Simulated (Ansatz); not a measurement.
The starting structures come from a database of crystals and need not be the phases stable at ambient conditions.

The decay constant κ of evanescent states in the gap governs leakage through a thin film.

Data:

```yaml
crystal:
  lattice:
    - [5.52859, 0.00000, 0.00000]
    - [2.69767, 4.82575, 0.00000]
    - [-2.69767, -1.58253, 4.55889]
  atoms:
    - { symbol: La, position: [0.75000, 0.75000, 0.25000] }
    - { symbol: La, position: [0.25000, 0.25000, 0.75000] }
    - { symbol: Ga, position: [0.00000, 0.00000, 0.00000] }
    - { symbol: Ga, position: [0.50000, 0.50000, 0.50000] }
    - { symbol: O, position: [0.81915, 0.68085, 0.75000] }
    - { symbol: O, position: [0.18085, 0.31915, 0.25000] }
    - { symbol: O, position: [0.25000, 0.81915, 0.31915] }
    - { symbol: O, position: [0.75000, 0.18085, 0.68085] }
    - { symbol: O, position: [0.68085, 0.25000, 0.18085] }
    - { symbol: O, position: [0.31915, 0.75000, 0.81915] }
```

Space group of this cell: R-3c. The cell is taken as given; by r2SCAN its mean pressure is -4.9 GPa.

Transport runs along the normal of the first two printed cell vectors, the (101) plane of the conventional cell.

The gap is the functional's own, uncorrected, and κ follows it; spin-orbit coupling is left out. Mid-gap values are interpolated between the computed energies.

### Question
Estimate the band gap and the smallest decay constant κ at mid-gap that r2SCAN (Ansatz, an electronic-structure program) returns for this system.

### Answer
Gap 4.06 eV on a 8×8×8 mesh; κ = 0.375 1/Å, at the zone centre.
